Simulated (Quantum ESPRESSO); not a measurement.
A self-consistent single point of TiTc (Pm-3m, 2 atoms in the cell) with Quantum ESPRESSO.

Level of theory: PBEsol, GBRV 1.5 ultrasoft (PBESOL) pseudopotentials (plane waves; Quantum ESPRESSO).

```xyz
2
Lattice="3.0945 0.0000 0.0000 0.0000 3.0945 0.0000 0.0000 0.0000 3.0945" Properties=species:S:1:pos:R:3 pbc="T T T"
Ti     1.5472     1.5472     1.5472
Tc     0.0000     0.0000     0.0000
```

Reference input (self-consistent single point, DFT, PBEsol, plane waves, GBRV 1.5 ultrasoft (PBESOL) pseudopotentials): ecutwfc = 50 Ry; ecutrho = 400 Ry; occupations = smearing; smearing = fd; degauss = 0.0036749 Ry; potentials = {Ti: ti_pbesol_v1.4.uspp.F.UPF, Tc: tc_pbesol_v1.uspp.F.UPF}; K_POINTS = automatic 11 11 11 0 0 0; conv_thr = 1e-09 Ry; mixing_beta = 0.4. This run's input differs from it in these lines:

```diff
@@ -12,4 +12,4 @@
    ntyp = 2,
-   ecutwfc = 50,
-   ecutrho = 400,
+   ecutwfc = 75,
+   ecutrho = 600,
    occupations = 'smearing',
```

Log, with long lists cut:

```
     Self-consistent Calculation

     iteration #  1     ecut=    75.00 Ry     beta= 0.40

     negative rho (up, down):  1.317E-01 0.000E+00

     total energy              =    -292.29717406 Ry
     estimated scf accuracy    <       3.68466531 Ry

     iteration #  2     ecut=    75.00 Ry     beta= 0.40

     negative rho (up, down):  1.277E-01 0.000E+00

     total energy              =    -292.89651082 Ry
     estimated scf accuracy    <       4.35989997 Ry

     iteration #  3     ecut=    75.00 Ry     beta= 0.40

     negative rho (up, down):  1.259E-01 0.000E+00

     total energy              =    -293.31036684 Ry
     estimated scf accuracy    <       0.12945546 Ry

   [... 13 blocks of this kind left out ...]

     iteration # 17     ecut=    75.00 Ry     beta= 0.40

     negative rho (up, down):  1.254E-01 0.000E+00

     total energy              =    -293.40268067 Ry
     estimated scf accuracy    <          2.1E-09 Ry

     iteration # 18     ecut=    75.00 Ry     beta= 0.40

     negative rho (up, down):  1.254E-01 0.000E+00
     End of self-consistent calculation

     the Fermi energy is    18.3922 ev

!    total energy              =    -293.40268067 Ry
     estimated scf accuracy    <          2.0E-10 Ry
     smearing contrib. (-TS)   =      -0.00125529 Ry
     internal energy E=F+TS    =    -293.40142537 Ry

     convergence has been achieved in  18 iterations

     negative rho (up, down):  1.254E-01 0.000E+00

     Forces acting on atoms (cartesian axes, Ry/au):

     atom    1 type  1   force =     0.00000000    0.00000000    0.00000000
     atom    2 type  2   force =     0.00000000    0.00000000    0.00000000

     Total force =     0.000000     Total SCF correction =     0.000000

     negative rho (up, down):  1.254E-01 0.000E+00
          total   stress  (Ry/bohr**3)                   (kbar)     P=      -55.58
  -0.00037786   0.00000000   0.00000000          -55.58        0.00        0.00
   0.00000000  -0.00037786   0.00000000            0.00      -55.58        0.00
   0.00000000   0.00000000  -0.00037786            0.00        0.00      -55.58

   JOB DONE.
```

The run converged in 18 iterations. Against the reference run the free energy falls by 9.6 meV/atom and the pressure moves little (-5.64 to -5.56 GPa).

The starting cell comes from a database of computed structures (which also holds hypothetical and non-ambient phases and stackings), without a prior relaxation at this level. Spin polarisation is off.

Cost on one core of a shared machine: roughly 2 min.
